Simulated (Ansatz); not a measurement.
Consider ZnSe in the zinc blende structure (space group F-43m, No. 216; a = 5.634 Å). Axes: x, y, z lie along the cube axes.

Method: PBEsol, PAW, 420 eV (Ansatz, a first-principles code; no SOC).

Strains are applied to the cell and any free atomic positions relax.

One change was made to it. Results:

```json
[
 {"quantity": "valence-band top at Γ (three highest levels, from the VBM)", "base": "0.00, 0.00, 0.00 eV", "after": "0.00, 0.00, -0.09 eV"},
 {"quantity": "pressure (mean of the normal stresses, compression positive)", "base": "0.00 GPa", "after": "-1.40 GPa"},
 {"quantity": "gap character", "base": "direct at Γ", "after": "direct at Γ"},
 {"quantity": "band gap", "base": "1.24 eV", "after": "1.12 eV"}
]
```

Which of these changes matches the shifts?
A. uniaxial strain ε_zz = +0.89 %
B. uniaxial strain ε_yy = +2.26 %
C. strain tensor (xx, yy, zz, yz, xz, xy) = (−1.97, −1.53, −1.02, −0.16, +1.19, −0.88) %

B, uniaxial strain ε_yy = +2.26 %. For comparison, the band gap in the other runs: uniaxial strain ε_zz = +0.89 % gives 1.19 eV; strain tensor (xx, yy, zz, yz, xz, xy) = (−1.97, −1.53, −1.02, −0.16, +1.19, −0.88) % gives 1.31 eV.

Stability against distortions was not tested. Labels are those of the standard path for the cell's own space group.
